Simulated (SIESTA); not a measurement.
# A self-consistent single point of La₂O₃ (P-3m1, 5 atoms in the cell) with SIESTA

Level of theory: GGA PBE, numerical atomic orbitals DZP, PseudoDojo PBE standard norm-conserving potentials (rewritten from UPF to PSML) run with SIESTA.

This input was run:

```
# files in the folder: La.psml O.psml (PseudoDojo PBE standard)
SystemName  La2O3
SystemLabel siesta

NumberOfAtoms                5
NumberOfSpecies              2
%block ChemicalSpeciesLabel
  1 57 La
  2 8 O
%endblock ChemicalSpeciesLabel
LatticeConstant              1.0 Ang
%block LatticeVectors
     3.959082000    0.000000000    0.000000000
    -1.979541000    3.428665000    0.000000000
     0.000000000    0.000000000    6.155956000
%endblock LatticeVectors
AtomicCoordinatesFormat      Fractional
%block AtomicCoordinatesAndAtomicSpecies
     0.666667000    0.333333000    0.753760000  1
     0.333333000    0.666667000    0.246240000  1
     0.666667000    0.333333000    0.354110000  2
     0.333333000    0.666667000    0.645890000  2
     0.000000000    0.000000000    0.000000000  2
%endblock AtomicCoordinatesAndAtomicSpecies

XC.functional                GGA
XC.authors                   PBE
PAO.BasisSize                DZP
PAO.EnergyShift              0.01 Ry
MeshCutoff                   300 Ry
%block kgrid.MonkhorstPack
    7   0   0  0.0
    0   7   0  0.0
    0   0   4  0.0
%endblock kgrid.MonkhorstPack
OccupationFunction           FD
ElectronicTemperature        10 K

MaxSCFIterations             150
SCF.Mixer.Method             Pulay
SCF.Mixer.Weight             0.25
SCF.Mixer.History            8
SCF.DM.Tolerance             1.0E-05
Diag.ParallelOverK           true
WriteForces                  true
```

Log, with long lists cut:

```
reinit: Reading from file input.fdf

reinit: System Name: La2O3
reinit: System Label: siesta

coor:   Atomic-coordinates input format  =     Fractional

siesta: Atomic coordinates (Bohr) and species
siesta:      3.74079   2.15974   8.76854  1        1
siesta:     -0.00000   4.31949   2.86453  1        2
siesta:      3.74079   2.15974   4.11939  2        3
siesta:     -0.00000   4.31949   7.51368  2        4
siesta:      0.00000   0.00000   0.00000  2        5

siesta: System type = bulk

initatomlists: Number of atoms, orbitals, and projectors:      5    77   103

siesta: ******************** Simulation parameters ****************************
redata: Spin configuration                          = none
redata: Time-Reversal Symmetry                      = T
redata: Number of Atomic Species                    =        2
redata: Mesh Cutoff                                 =   300.0000 Ry
redata: Net charge of the system                    =     0.0000 |e|
redata: Min. number of SCF Iter                     =        0
redata: Max. number of SCF Iter                     =      150
redata: SCF convergence failure will abort job
redata: SCF mix quantity                            = Hamiltonian
redata: Mix DM or H after convergence               =   F
redata: Recompute H after scf cycle                 =   F
redata: Mix DM in first SCF step                    =   T
redata: No kicks to SCF
redata: DM Mixing Weight for Kicks                  =     0.5000
redata: Require Harris convergence for SCF          =   F
redata: Harris energy tolerance for SCF             =     0.000100 eV
redata: Require DM convergence for SCF              =   T
redata: DM tolerance for SCF                        =     0.000010
redata: Require EDM convergence for SCF             =   F
redata: EDM tolerance for SCF                       =     0.001000 eV
redata: Require H convergence for SCF               =   T
redata: Hamiltonian tolerance for SCF               =     0.001000 eV
redata: Require (free) Energy convergence for SCF   =   F
redata: (free) Energy tolerance for SCF             =     0.000100 eV
redata: Using DFT-D3 dispersion                     =   F
redata: Using Saved Data (generic)                  =   F
redata: Method of Calculation                       = Diagonalization
redata: Electronic Temperature                      =    10.0000 K
redata: Number of TDED substeps                     =        3
redata: Dynamics option                             = Single-point calculation
redata: Save all siesta data in one NC              =   F
redata: ***********************************************************************

%block SCF.Mixers
  Pulay
%endblock SCF.Mixers

%block SCF.Mixer.Pulay
  # Mixing method
  method pulay
  variant stable

  # Mixing options
  weight 0.2500
  weight.linear 0.2500
  history 8
%endblock SCF.Mixer.Pulay

DM_history_depth set to one: no extrapolation allowed by default for geometry relaxation
Size of DM history Fstack: 1
Total number of electrons:    40.000000
Total ionic charge:    40.000000

* ProcessorY, Blocksize:    1  64

* Orbital distribution balance (max,min):    77    77

k-point displ. along   3 input, could be:     0.00    0.50
 Kpoints in:          112 . Kpoints trimmed:          102

siesta: k-grid: Number of k-points = 102
siesta: k-points from Monkhorst-Pack grid
siesta: k-cutoff (effective) =    12.312 Ang
siesta: k-point supercell and displacements
siesta: k-grid:     7     0     0      0.000
siesta: k-grid:     0     7     0      0.000
siesta: k-grid:     0     0     4      0.000

diag: Algorithm                                     = D&C
diag: Parallel over k                               =   F
diag: Use parallel 2D distribution                  =   F
diag: Parallel block-size                           = 64
diag: Parallel distribution                         =     1 x     1
diag: Used triangular part                          = Lower
diag: Absolute tolerance                            =  0.100E-15
diag: Orthogonalization factor                      =  0.100E-05
diag: Memory factor                                 =  1.0000

superc: Internal auxiliary supercell:     7 x     7 x     3  =     147
superc: Number of atoms, orbitals, and projectors:    735  11319  15141

                        Single-point calculation

superc: Internal auxiliary supercell:     7 x     7 x     3  =     147
superc: Number of atoms, orbitals, and projectors:    735  11319  15141

outcell: Unit cell vectors (Ang):
        3.959082    0.000000    0.000000
       -1.979541    3.428665    0.000000
        0.000000    0.000000    6.155956

outcell: Cell vector modules (Ang)   :    3.959082    3.959081    6.155956
outcell: Cell angles (23,13,12) (deg):     90.0000     90.0000    120.0000
outcell: Cell volume (Ang**3)        :     83.5632
new_DM -- step:     1
Initializing Density Matrix...

Attempting to read DM from file... Failed...
DM filled with atomic data:

InitMesh: MESH = 36 x 36 x 72 = 93312
InitMesh: Mesh cutoff (required, used) =   300.000   304.689 Ry

stepf: Fermi-Dirac step function

        iscf     Eharris(eV)        E_KS(eV)     FreeEng(eV)     dDmax    Ef(eV) dHmax(eV)
   scf:    1    -3245.084261    -3260.109143    -3260.109143  1.787679 -7.539668 10.550606
   scf:    2    -3270.976189    -3267.387370    -3267.387370  0.151009 -4.079937  1.680840
   scf:    3    -3267.706235    -3267.638604    -3267.638604  0.045837 -4.424982  0.480217
   scf:    4    -3267.667933    -3267.660154    -3267.660154  0.037129 -4.706264  0.274036
   scf:    5    -3267.665869    -3267.664996    -3267.664996  0.004881 -4.740371  0.049382
   scf:    6    -3267.664006    -3267.664697    -3267.664697  0.005496 -4.776117  0.100116
   scf:    7    -3267.649300    -3267.660516    -3267.660516  0.005960 -4.729288  0.282160
   scf:    8    -3267.666563    -3267.665474    -3267.665474  0.004360 -4.755780  0.009014
   scf:    9    -3267.665475    -3267.665478    -3267.665478  0.000200 -4.754495  0.004415
   scf:   10    -3267.665480    -3267.665479    -3267.665479  0.000057 -4.754926  0.000048
   scf:   11    -3267.665479    -3267.665479    -3267.665479  0.000006 -4.754936  0.000102

SCF Convergence by DM+H criterion
max |DM_out - DM_in|         :     0.0000058385
max |H_out - H_in|      (eV) :     0.0001016199
SCF cycle converged after 11 iterations

Using DM_out to compute the final energy and forces

siesta: E_KS(eV) =            -3267.6655

siesta: E_KS - E_eggbox =     -3267.6655

siesta: Atomic forces (eV/Ang):
     1    0.000096   -0.000054   -0.038814
     2   -0.000096    0.000054    0.038814
     3    0.000242   -0.000139    0.140554
     4   -0.000242    0.000139   -0.140554
     5    0.000000    0.000000    0.000000
   Tot    0.000000    0.000000   -0.000000
   Max    0.140554
   Res    0.053244    sqrt( Sum f_i^2 / 3N )
   Max    0.140554    constrained

Stress tensor Voigt[x,y,z,yz,xz,xy] (kbar):      -11.26      -11.27       -7.62        0.00       -0.00       -0.00
(Free)E + p*V (eV/cell)    -3267.1413
Target enthalpy (eV/cell)    -3267.6655

siesta: Program's energy decomposition (eV):
siesta: Ebs     =      -711.708446
siesta: Eions   =      4694.989245
siesta: Ena     =       852.716933
siesta: Ekin    =      1345.012776
siesta: Enl     =         8.304309
siesta: Eso     =         0.000000
siesta: Edftu   =         0.000000
siesta: DEna    =        18.623818
siesta: DUscf   =         2.226537
siesta: DUext   =         0.000000
siesta: Ex      =      -739.509430
siesta: Ec      =       -60.051177
siesta: Exc     =      -799.560607
siesta: Eharris =     -3267.665479
siesta: Etot    =     -3267.665479
siesta: FreeEng =     -3267.665479

siesta: Atomic forces (eV/Ang):
siesta:      1    0.000096   -0.000054   -0.038814
siesta:      2   -0.000096    0.000054    0.038814
siesta:      3    0.000242   -0.000139    0.140554
siesta:      4   -0.000242    0.000139   -0.140554
siesta:      5    0.000000    0.000000    0.000000
siesta: ----------------------------------------
siesta:    Tot    0.000000    0.000000   -0.000000

siesta: Stress tensor (static) (eV/Ang**3):
siesta:    -0.007030   -0.000002   -0.000001
siesta:    -0.000002   -0.007033    0.000000
siesta:    -0.000001    0.000000   -0.004755

siesta: Cell volume =         83.563199 Ang**3

siesta: Pressure (static):
siesta:                Solid            Molecule  Units
siesta:           0.00006832          0.00008452  Ry/Bohr**3
siesta:           0.00627259          0.00775985  eV/Ang**3
siesta:          10.04980497         12.43264755  kBar
```

The run converged in 11 iterations.

The starting cell comes from a database of computed structures (which also holds hypothetical and non-ambient phases and stackings), without a prior relaxation at this level. Its lattice was rescaled by a random factor within 2.5 % of one. Values carry the incompleteness of an atom-centred basis.
